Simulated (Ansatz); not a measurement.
System: AsSe (P2₁/c, No. 14). Method: HSE06 (Ansatz, a program for electronic structure, plane waves, PAW).

Run with plane-wave cutoff 460 eV, 4×2×2 k mesh (along the axes of the cell as run), Fermi–Dirac smearing 0.01 eV, scalar-relativistic PAW data made under PBE.

Cell (measured lattice):

```cif
data_As16Se16
_chemical_formula_sum 'As16 Se16'
_space_group_name_H-M_alt 'P 1'
_space_group_IT_number 1
_cell_length_a 6.73680
_cell_length_b 13.81870
_cell_length_c 10.00766
_cell_angle_alpha 90.000
_cell_angle_beta 113.603
_cell_angle_gamma 90.000
loop_
_space_group_symop_operation_xyz
  'x, y, z'
loop_
_atom_site_label
_atom_site_type_symbol
_atom_site_fract_x
_atom_site_fract_y
_atom_site_fract_z
_atom_site_occupancy
As1 As 0.64936 0.98304 0.88632 1
As2 As 0.35064 0.48304 0.61368 1
As3 As 0.35064 0.01696 0.11368 1
As4 As 0.64936 0.51696 0.38632 1
As5 As 0.44931 0.14058 0.56649 1
As6 As 0.55069 0.64058 0.93351 1
As7 As 0.55069 0.85942 0.43351 1
As8 As 0.44931 0.35942 0.06649 1
As9 As 0.86482 0.13264 0.67597 1
As10 As 0.13518 0.63264 0.82403 1
As11 As 0.13518 0.86736 0.32403 1
As12 As 0.86482 0.36736 0.17597 1
As13 As 0.66704 0.16351 0.95990 1
As14 As 0.33296 0.66351 0.54010 1
As15 As 0.33296 0.83649 0.04010 1
As16 As 0.66704 0.33649 0.45990 1
Se1 Se 0.35756 0.98987 0.64728 1
Se2 Se 0.64244 0.48987 0.85272 1
Se3 Se 0.64244 0.01013 0.35272 1
Se4 Se 0.35756 0.51013 0.14728 1
Se5 Se 0.92460 0.97636 0.79152 1
Se6 Se 0.07540 0.47636 0.70848 1
Se7 Se 0.07540 0.02364 0.20848 1
Se8 Se 0.92460 0.52364 0.29152 1
Se9 Se 0.38829 0.23349 0.75035 1
Se10 Se 0.61171 0.73349 0.74965 1
Se11 Se 0.61171 0.76651 0.24965 1
Se12 Se 0.38829 0.26651 0.25035 1
Se13 Se 0.95508 0.22098 0.89917 1
Se14 Se 0.04492 0.72098 0.60083 1
Se15 Se 0.04492 0.77902 0.10083 1
Se16 Se 0.95508 0.27902 0.39917 1
```

### Question
What does this level give for the band gap, smallest direct gap on the k points sampled and direct gap at Γ?

### Answer

- band gap = 1.67 eV (indirect)
- smallest direct gap on the k points sampled = 2.03 eV
- direct gap at Γ = 2.23 eV

Note: cell and atoms aren't relaxed at this level (largest force component 0.36 eV/Å).

Spin–orbit coupling is not included.

The computed numbers hold no vibrational or temperature effects.
